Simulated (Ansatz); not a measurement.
Output of an Ansatz run (abridged):

```
WARN ansatz: RAYON_NUM_THREADS=1 ignored (pool sized by the plan → 1); use --threads N
Pseudopotentials: kind: paw
Pseudopotential: Sc, paw, valence charge 11
Pseudopotential: Bi, paw, valence charge 15
Pseudopotential: O, paw, valence charge 6
Crystal: 10 atoms, lattice volume = 149.626 Å³
Basis set: ecut = 420.4159175005146 eV, 2915 PW (Γ), exchange–correlation on 90×90×90 points (8 copies of the dense FFT grid, shifted against one another)
Bands: 54, of which v1, the nominal top of the filled ones, is band 44 counted from 1 (43 counted from 0)
Symmetry: 6 space group operations
Space group: R3c (ITA 161), of the structure as read, at distance tolerance 5.3e-5 Å
k-points: 19 of 125 (time reversal used)
PAW frozen core: Sc, regenerated for the run's functional, and the local potential with it
PAW frozen core: Bi, regenerated for the run's functional, and the local potential with it
PAW frozen core: O, regenerated for the run's functional, and the local potential with it
Initial density: superposition of atomic densities (neutral atoms: chi_scale 0, normalization atom), corrected by the library's trained network
Initial wavefunctions: pseudopotential atomic-orbital guess
Eigensolver: davidson
Functional: x = pbesol(κ = 0.804, μ = 0.12345679012345678), c = pbesol(β = 0.046)
SCF iter   1: F=—  HF=-32080.251156 eV  |F-HF|=—  |Δ(HF+E_count)|=         —  Δρ=1.61e-2  dr2=3.50e-1  ethr=1.77e-3  ⟨swp⟩=4.9  Hψ=3618  notcnv=0  defer=132
all-band conjugate gradients solve this SCF's bands
preconditioner: auto → Resta (q_TF=auto, 2.497 Å⁻¹)
SCF iter   2: F=—  HF=-32080.182891 eV  |F-HF|=—  |Δ(HF+E_count)|=   6.83e-2  Δρ=6.36e-3  dr2=4.52e-2  ethr=3.98e-4  ⟨swp⟩=2.0  Hψ=1707  notcnv=0  defer=150
SCF iter   3: F=—  HF=-32080.173021 eV  |F-HF|=—  |Δ(HF+E_count)|=   9.87e-3  Δρ=1.36e-3  dr2=2.23e-3  ethr=5.14e-5  ⟨swp⟩=2.0  Hψ=1393  notcnv=0  defer=152
SCF iter   4: F=—  HF=-32080.172996 eV  |F-HF|=—  |Δ(HF+E_count)|=   2.49e-5  Δρ=3.44e-4  dr2=1.35e-4  ethr=2.53e-6  ⟨swp⟩=2.0  Hψ=1812  notcnv=0  defer=152
SCF iter   5: F=—  HF=-32080.173054 eV  |F-HF|=—  |Δ(HF+E_count)|=   5.75e-5  Δρ=4.65e-5  dr2=4.24e-6  ethr=1.53e-7  ⟨swp⟩=2.0  Hψ=1322  notcnv=0  defer=113
SCF iter   6: F=—  HF=-32080.173175 eV  |F-HF|=—  |Δ(HF+E_count)|=   1.21e-4  Δρ=1.63e-5  dr2=4.65e-7  ethr=4.82e-9  ⟨swp⟩=2.0  Hψ=1709  notcnv=0  defer=55
SCF iter   7: F=-32080.173175 eV  HF=-32080.173175 eV  |F-HF|=1.15e-8  |Δ(HF+E_count)|=   4.20e-7  Δρ=3.21e-6  dr2=1.85e-8  ethr=1.14e-10  ⟨swp⟩=11.8  Hψ=5235  notcnv=0
SCF 1 converged in 7 iterations: F = -32080.173175 eV  dr2 = 1.85e-8
SCF converged after 7 iterations
Free energy (F): -32080.173175 eV
Harris-Foulkes:  -32080.173175 eV  (|F-HF|=1.15e-8)
Internal energy: -32080.173175 eV  (E = F + TS)
E sigma→0 (E₀):  -32080.173175 eV
Fermi energy:    8.117282 eV
--- Per-component energies (eV) ---
  E_band       = -527.238001
  E_kinetic    = 2159.554780
  E_local      = -6473.084105  (includes V_loc(G=0)·N_el)
  E_nonlocal   = 1578.971247
  E_hartree    = 2164.119440
  E_xc         = -945.772853
  E_vxc        = -1107.690015  (∫ρ·V_xc dr)
  E_paw        = -23790.991226  (= ΣΔE_a)
  E_vpaw       = -1013.245257  (= ΣTr[D̂ρ^β])
  E_aug_tail   = 0.013548  (compensation charges beyond the density's cutoff)
  E_ewald      = -6773.633289
  E_core_change = 0.649282  (= ΣΔE_core)
  E_smearing   = -0.000000  (= −TS)
  E_closure    = 0.000000  (closes the sum)
  Σ components = -32080.173175   (vs F -32080.173175, Δ=0.00e0)
--- Forces (eV/Å), atoms counted from 1 ---
  atom   1  Sc    -0.00000000    -0.00000000    -0.09274689
  atom   2  Sc     0.00000000    -0.00000000    -0.09274689
  atom   3  Bi     0.00000000     0.00000003     0.83574489
  atom   4  Bi    -0.00000000     0.00000003     0.83574489
  atom   5  O     -0.09214056     0.01251929    -0.24765838
  atom   6  O      0.03522825    -0.08605572    -0.24765838
  atom   7  O      0.05691231     0.07353641    -0.24765838
  atom   8  O     -0.05691231     0.07353641    -0.24765838
  atom   9  O      0.09214056     0.01251929    -0.24765838
  atom  10  O     -0.03522825    -0.08605572    -0.24765838
  max |Σ_I F_I| component: 4.57e-5 eV/Å
--- Stress (GPa, compression-positive) ---
      -12.315693       0.000000       0.000000
        0.000000     -12.315693       0.000000
        0.000000       0.000000     -11.903819
  P = ⅓ Tr σ = -12.1784 GPa (-121.784 kbar)
  The stress holds the Pulay correction. Without it, at fixed plane waves, as pw.x and ABINIT print it: P = -12.6919 GPa
--- Band table (eV; the first three rows and the last of 19) ---
  k-point 0: bands = ["-39.4059", "-39.4019", "-18.2308", "-18.2010", "-18.2010", "-18.1573", "-18.1279", "-18.1279", "-13.7614", "-13.7614", "-13.7128", "-13.7128", "-13.6998", "-13.6998", "-13.6989", "-13.6769", "-13.6655", "-13.6655", "-9.0352", [...]
  k-point 1: bands = ["-39.4055", "-39.4023", "-18.2248", "-18.1941", "-18.1933", "-18.1654", "-18.1350", "-18.1346", "-13.7564", "-13.7554", "-13.7130", "-13.7123", "-13.7038", "-13.7014", "-13.6955", "-13.6783", "-13.6712", "-13.6704", "-8.9147", [...]
  k-point 2: bands = ["-39.4045", "-39.4033", "-18.2081", "-18.1855", "-18.1760", "-18.1741", "-18.1534", "-18.1520", "-13.7423", "-13.7403", "-13.7222", "-13.7211", "-13.6993", "-13.6988", "-13.6924", "-13.6845", "-13.6810", "-13.6798", "-8.5969", [...]
  k-point 18: bands = ["-39.4040", "-39.4038", "-18.2130", "-18.2018", "-18.1770", "-18.1663", "-18.1522", "-18.1385", "-13.7431", "-13.7409", "-13.7227", "-13.7174", "-13.6974", "-13.6951", "-13.6909", "-13.6872", "-13.6844", "-13.6815", "-8.4495", [...]
```

The structure:

```
CELL_PARAMETERS angstrom
      2.94563     1.70066     4.97807
     -2.94563     1.70066     4.97807
      0.00000    -3.40132     4.97807
ATOMIC_POSITIONS crystal
  Sc 0.22052 0.22052 0.22052
  Sc 0.72052 0.72052 0.72052
  Bi 0.00577 0.00577 0.00577
  Bi 0.50577 0.50577 0.50577
  O  0.42741 0.87875 0.04598
  O  0.04598 0.42741 0.87875
  O  0.87875 0.04598 0.42741
  O  0.54598 0.37875 0.92741
  O  0.37875 0.92741 0.54598
  O  0.92741 0.54598 0.37875
```

Question: Reconstruct the input of this run.

Answer: Other spellings and defaults could give the same log, and not every line can be read from it. The input that was run (DFT, PBEsol, plane waves, default PAW files made with PBE):

Ansatz 0.2 input:
```yaml
# ScBiO3
crystal:
  lattice:
    - [2.945627, 1.700659, 4.978074]
    - [-2.945627, 1.700659, 4.978074]
    - [0.000000, -3.401317, 4.978074]
  atoms:
    - { symbol: Sc, position: [0.220520, 0.220520, 0.220520] }
    - { symbol: Sc, position: [0.720520, 0.720520, 0.720520] }
    - { symbol: Bi, position: [0.005770, 0.005770, 0.005770] }
    - { symbol: Bi, position: [0.505770, 0.505770, 0.505770] }
    - { symbol: O, position: [0.427410, 0.878750, 0.045980] }
    - { symbol: O, position: [0.045980, 0.427410, 0.878750] }
    - { symbol: O, position: [0.878750, 0.045980, 0.427410] }
    - { symbol: O, position: [0.545980, 0.378750, 0.927410] }
    - { symbol: O, position: [0.378750, 0.927410, 0.545980] }
    - { symbol: O, position: [0.927410, 0.545980, 0.378750] }
basis:
  ecutwfc: 30.9 Ry
kpoints:
  mp_grid:
    grid: [5, 5, 5]
hamiltonian:
  xc: pbesol
  pseudopotentials:
    kind: paw
scf:
  occupations:
    method: fixed
output:
  forces: true
  eigenvalues: true
  stress: true
```

The starting cell comes from a database of computed structures (which also holds hypothetical and non-ambient phases and stackings), without a prior relaxation at this level. Its lattice was rescaled by a random factor within 2.5 % of one. Spin-orbit coupling is off. With a pressure of about -12 GPa the cell is away from its equilibrium volume at this level. Ansatz's pressure includes its estimate of the finite-basis (Pulay) stress. Without the estimate this run gives -12.69 GPa.

Ansatz is a first-principles code.
